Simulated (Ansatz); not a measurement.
The structure below was relaxed with PBE (Ansatz, a first-principles code), without spin-orbit coupling, at pressure 3 GPa.

```
KTaO3
1.0
    4.00382     0.00000     0.00000
    0.00000     4.00382     0.00000
    0.00000     0.00000     4.00382
K Ta O
1 1 3
Direct
  0.00000   0.00000   0.00000
  0.50000   0.50000   0.50000
  0.00000   0.50000   0.50000
  0.50000   0.50000   0.00000
  0.50000   0.00000   0.50000
```

Q: Find the space group and the Wyckoff positions.

A: Space group Pm-3m (No. 221); a = b = c = 4.004 Å, α = β = γ = 90.00°

```json
[
 {"atom": "K", "site": "1a", "symmetry": "m-3m", "x": "0.0000", "y": "0.0000", "z": "0.0000"},
 {"atom": "Ta", "site": "1b", "symmetry": "m-3m", "x": "0.5000", "y": "0.5000", "z": "0.5000"},
 {"atom": "O", "site": "3c", "symmetry": "4/mm.m", "x": "0.0000", "y": "0.5000", "z": "0.5000"}
]
```

Q: Describe the coordination.

A: The crystal has 5 atoms in its conventional cell. Cell: a = b = c = 4.004 Å, α = β = γ = 90.00°. K sees 12 O at 2.831 Å (cuboctahedral). Ta is coordinated by 6 O at 2.002 Å (octahedral). O is surrounded by 2 Ta at 2.002 Å and 4 K at 2.831 Å (octahedral). (Neighbours: up to the widest gap in distance over summed covalent radii, below 1.35, at either atom; cation-cation and far metal-metal contacts left out.)

Spin-orbit coupling, missing from the scalar runs, can matter with Ta. Load acts through the strain it causes; cell and atoms are relaxed under it. Stability against distortions was not tested. The cell was made from KTaO3 in the cubic perovskite structure (space group Pm-3m, No. 221) by this change: pressure 3 GPa.
